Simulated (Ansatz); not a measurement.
The parent structure is Rh in the fcc (Cu type) structure (space group Fm-3m, No. 225; relaxed with 0.1 eV smearing).

```yaml
crystal:
  lattice:
    - [0.00000, 1.90082, 1.90082]
    - [1.90082, 0.00000, 1.90082]
    - [1.90082, 1.90082, 0.00000]
  atoms:
    - { symbol: Rh, position: [0.00000, 0.00000, 0.00000] }
```

Cartesian axes are those of the cell as printed.

Computed with Ansatz (a program for electronic structure), r2SCAN, PAW, cutoff 500 eV, no spin-orbit coupling, earlier PAW set.

It is then changed as follows: an isotropic linear strain of −1.04 %; the atoms relax in the strained cell.

Predict the stress tensor and what it implies for the stiffness.

Stress of the strained cell less that of the base (GPa, compression positive):
```
    9.5     0.0     0.0
    0.0     9.5     0.0
    0.0     0.0     9.5
```

Then B = −ΔP/(ΔV/V₀) with ΔV/V₀ = -0.0309 gives secant stiffness values (nonlinear terms included at this strain): B ≈ 309 GPa.

As a check, the harmonic strain energy −½ V₀ Δσ:ε is 13 meV/atom; the computed energy rise is 12 meV/atom.

Whether these cells are dynamically stable was not tested. The final runs are not spin-polarised.
